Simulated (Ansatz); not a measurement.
**Antifluorite K2S**

These are HSE06 (Ansatz, an electronic-structure program, PAW) values and carry that method's errors.

Settings: plane-wave cutoff 520 eV, 6×6×6 k mesh, scalar-relativistic PAW data made under PBE.

Cell: relaxed at this level.

```yaml
elastic constant C11: 35.9 GPa
elastic constant C12: 11.5 GPa
elastic constant C44: 9.12 GPa
Voigt–Reuss–Hill bulk modulus: 19.6 GPa
Voigt–Reuss–Hill shear modulus (Hill average): 10.3 GPa
young_modulus: 26.2 GPa
poisson_ratio: 0.277
```

Elastic constants are with the ions relaxed.

Cost on a shared machine: roughly 60 core-minutes.
